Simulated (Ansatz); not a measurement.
**C on the (100) surface of germanium (p(2x2) alternately buckled dimers; a constructed slab, bottom: dihydride, held), one in a cell of 66 Å², started at the site 'hollow Ge-Ge-Ge over Ge at depth 3.0 Å'**

These are PBE (plane waves to 420 eV, PAW; Ansatz, an electronic-structure program) values and carry that method's errors.

Slab: 41 atoms, 11.3 Å thick at the start with caps and adatoms under the adsorbate (thin: gaps and levels are the slab's own); k 3x3x1, smearing 0.01 eV, dipole-corrected; 24 atoms held, the rest relaxed; no symmetry held; spin-polarised, no spin-orbit, no U, no dispersion correction. The starting moment vanished. At the end it is bonded to 3 Ge. In PBE this state lies 0.08 eV over the lowest of the starts that converged ('bridge Ge-Ge (span 2.4 Å)', where the adsorbate broke or entered a bond of the host).

- energy of the end state, in which the adsorbate ended below the top plane of the host, against an atom of graphite = 3.19 eV
- change of the step from the bottom to the top vacuum level, against the clean slab = 0.013 eV
- energy released by relaxation = 2.11 eV
- height of the binding atom over the mean of the host atoms within 0.3 Å of the top one = -1.546 Å
- magnetic moment of the cell = 0.00 μB
- largest move of a host atom = 1.17 Å
- caution = the clean host was not checked against rearrangement in a larger or rattled cell
- caution = the host itself rearranges in this cell, so the energy holds part of a reconstruction
- cost = roughly 90 core-minutes

A negative adsorption energy means that the adsorbate is more stable on the surface than in its reference.
